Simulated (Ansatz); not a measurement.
## MgSe: isotropic strain +2.00 %

Start from MgSe in the rock salt structure (space group Fm-3m, No. 225; a = 5.391 Å).

Perturbation: every lattice vector is stretched by 2.00 %; the atoms relax in the strained cell.

All numbers come from plane-wave PAW DFT at the LDA level (Ansatz, a first-principles code, 420 eV), no spin-orbit coupling. Γ-centred 11×11×11 mesh, Fermi–Dirac width 0.05 eV.

```csv
quantity,base,changed,shift
volume per atom,19.59 Å³,20.79 Å³,+1.20 Å³
shortest interatomic distance,2.696 Å,2.750 Å,+0.054 Å
energy relative to the base (free energy F),0 meV/atom,+14 meV/atom,+14 meV/atom
band gap,1.72 eV,1.62 eV,-0.10 eV
gap character,"indirect, Γ → X","indirect, Γ → X",–
smallest direct gap,2.60 eV,2.21 eV,-0.39 eV
mean gap deformation potential ΔEg/Δln V,–,-1.6 eV,–
width of the top valence band,2.68 eV,2.51 eV,-0.177 eV
electron mass,"0.49 mₑ along k, 0.23 mₑ across (at X)","0.48 mₑ along k, 0.23 mₑ across (at X)",–
"hole mass (degenerate bands, along [100])","0.16, 0.75, 0.75 mₑ (at Γ)","0.15, 0.81, 0.81 mₑ (at Γ)",–
"valley order (the lowest conduction-band minima on the path, energy above the VBM, named in the base's zone)",X along ⟨100⟩ 1.72 eV; Γ 2.60 eV,X along ⟨100⟩ 1.62 eV; Γ 2.21 eV,–
```

Effective masses come from finite differences of ±0.01 Å⁻¹. Along k means along the line from Γ to the band edge. No phonon test of stability was made.
